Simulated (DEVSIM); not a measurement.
Structure: Schottky contact on n-type ZnO, at 300 K.

Layer 1 from the left is ZnO, thickness (μm) 1.20, Nd (cm⁻³) 1.1e17, τn (s) 4.8e-8, τp (s) 4.8e-8.

Left contact: Schottky, work function 5.41 eV, emission velocity 2.4e6 cm/s. Right contact: ohmic. Voltage is applied to the left contact. Recombination: SRH at mid-gap, radiative. Mobility is μmin + (μ − μmin)/(1 + (N/Nref)^α).

This is a model device: material constants are rounded textbook-type values typed into the input, and sizes, dopings and lifetimes were drawn at random. Values at 300 K.

ZnO: gap (eV) 3.37, affinity (eV) 4.5, permittivity 8.7, Nc (cm⁻³) 3.7e18, Nv (cm⁻³) 1.8e19, μn (cm²/Vs) 200, μp (cm²/Vs) 20, μn,min 20, μp,min 2, Nref,n 1e18, Nref,p 1e18, αn 0.6, αp 0.6, B (cm³/s) 1e-10.

DEVSIM, 1D drift-diffusion, Boltzmann statistics, complete ionisation; no tunnelling, impact ionisation, image-force lowering or self-heating. Metal contacts follow the ideal Schottky-Mott rule: no Fermi-level pinning, no interface dipoles.

Dark forward current:

```csv
|V| (V),|J| (A/cm²)
0.05,4.016e-9
0.10,3.171e-8
0.15,2.227e-7
0.20,1.539e-6
0.25,1.061e-5
0.30,7.305e-5
0.35,0.0005026
0.40,0.003455
0.45,0.02371
0.50,0.1624
0.55,1.107
0.60,7.440
0.65,46.97
0.70,232.0
0.75,711.1
0.80,1448
0.85,2335
```

### Question
Work out the local ideality factor n = ΔV / (kT/q · ln(J2/J1)) between the rows 0.15 and 0.20 V, 0.80 and 0.85 V.

### Answer
kT/q = 25.85 mV. From 0.15 to 0.20 V: ln(1.539e-6/2.227e-7) = 1.933, n = 1.00, near the 1 of diffusion or emission over a barrier. From 0.80 to 0.85 V: ln(2335/1448) = 0.478, n = 4.05; the layers' resistance at their doping, Σ W/(qμN) = 4.2e-5 Ω cm², would take 37 mV of this step of 50 mV.

### Question
Estimate the current at 0.40 V for emission alone, J0 = q v N_band exp(−φB/kT), and read the barrier back from the simulated current.

### Answer
φB = 0.910 eV, N_band = 3.70e18 cm⁻³, J0 = 7.32e-10 A/cm²; J = J0 (exp(qV/kT) − 1) = 0.00384 A/cm². The simulation gives 0.00346 A/cm²; the estimate lies 11 % above. Read backwards, the simulated current gives an apparent barrier of 0.913 eV. The estimate leaves out transport through the depletion region and minority injection.
